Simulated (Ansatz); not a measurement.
V3Os (Fm-3m), PBEsol, DFPT electron-phonon coupling, linearised Boltzmann equation (Ansatz, an electronic-structure program): phonon-limited resistivity 6.23 μΩ·cm at 300 K, 8.83 μΩ·cm at 400 K, current-weighted mean free path 15.7 nm, Drude plasma energy 6.05 eV.

Problem. Estimate the resistivity of a 80 nm square wire with diffuse walls from ρ ≈ ρ₀(1 + 3ℓ/4d).

Solution. 1 + 0.75 × 15.7/80 = 1.15, so ρ ≈ 7.15 μΩ·cm and a line 1 μm long has 11.2 Ω. The formula is the free-electron limit for d well above ℓ; grain boundaries add to it.

Problem. What Drude relaxation time do resistivity and plasma energy imply?

Solution. ω_p = 9.19e15 s⁻¹, so τ = 1/(ε₀ ω_p² ρ) = 21.5 fs, a damping ħ/τ of 30.7 meV.

Problem. Estimate the electronic thermal conductivity at 300 K by the Wiedemann-Franz law (L₀ = 2.44×10⁻⁸ W·Ω/K²).

Solution. L₀T/ρ = 2.44×10⁻⁸ × 300/(6.23×10⁻⁸) = 117 W/(m·K). Inelastic scattering puts the true Lorenz number somewhat under L₀ near and below the Debye temperature.

A metal at this level (no band gap). Only scattering by harmonic phonons is included (no impurities, grain boundaries, electron-electron scattering or thermal expansion). Spin-orbit coupling is left out, which matters with elements this heavy. Halving the electron mesh (24x24x24) moves the resistivity by up to 2 % at 300 K, the mean free path by up to 5 %. Smearing 0.20 eV; phonons on a 4x4x4 q mesh, which this run doesn't test.

Computed structure with no diffraction record at hand here (it may be known, metastable or hypothetical): V3Os (Fm-3m). Treated as nonmagnetic (a ferromagnetic start lost its moment, other orders weren't tried): V3Os (Fm-3m).
